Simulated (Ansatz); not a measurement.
Consider WS$_{2}$ in the 2H-MoS2 type structure (space group P6_3/mmc, No. 194; a = 3.115 Å, c = 11.773 Å; layered, stacked along the Cartesian z axis).

The values are results of PBEsol-D3(BJ), PAW, 420 eV (Ansatz, an electronic-structure program; no SOC), not measurements.

Before the change:

```
Item                                   Value
---------------------  ---------------------
Valence-band top at Γ  0.00, -1.26, -1.60 eV
```

Perturbation: a free-standing slab of 3 layers (9 atoms, 3 a layer) is cut normal to the stacking axis, with 15 Å of vacuum and the in-plane cell relaxed.

**Question.** How does this affect the valence-band top at Γ and excess energy per area of both faces?

**Answer.** The valence-band top at Γ (three highest levels, from the VBM) changes from 0.00, -1.26, -1.60 eV to 0.00, -0.40, -1.21 eV; the excess energy per area of both faces (slab less bulk energy over the cell's area: twice a surface energy) comes out as 0.94 J/m².

The excess energy carries the mismatch between the slab's and the bulk's meshes. With W present, leaving out spin-orbit coupling can change the band edges. The levels and masses belong to the bands next to the band gap. Whether these cells are dynamically stable was not tested.
